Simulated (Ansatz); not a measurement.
The starting structures come from a database of crystals and need not be the phases stable at ambient conditions.

 Where the default PAW files enter, the runs use the earlier of Ansatz's two default sets.

Tunnelling through a barrier is set by its complex band structure: the current falls as exp(−2κd) with the smallest κ.

Data:

```
CELL_PARAMETERS angstrom
      6.19081     0.00000     0.00000
      0.00000     6.19081     0.00000
      3.09541    -3.09541     3.92210
ATOMIC_POSITIONS crystal
  Cs 0.25000 0.75000 0.50000
  Cs 0.75000 0.25000 0.50000
  H  0.50000 0.00000 0.00000
  H  0.00000 0.50000 0.00000
  F  0.63125 0.86875 0.00000
  F  0.36875 0.13125 0.00000
  F  0.13125 0.63125 0.00000
  F  0.86875 0.36875 0.00000
```

Space group of this cell: I4/mcm. The cell was relaxed by PBE-D3(BJ); by PBEsol its mean pressure is -0.9 GPa.

Transport runs along the normal of the first two printed cell vectors, the (001) plane of the conventional cell.

No gap correction and no spin-orbit coupling; mid-gap values are interpolated between computed energies.

Q: Predict the band gap and the smallest decay constant κ at mid-gap from PBEsol run with Ansatz (an electronic-structure program).

A: Gap 6.48 eV on a 8×8×8 mesh; κ = 0.472 1/Å, at the zone centre.
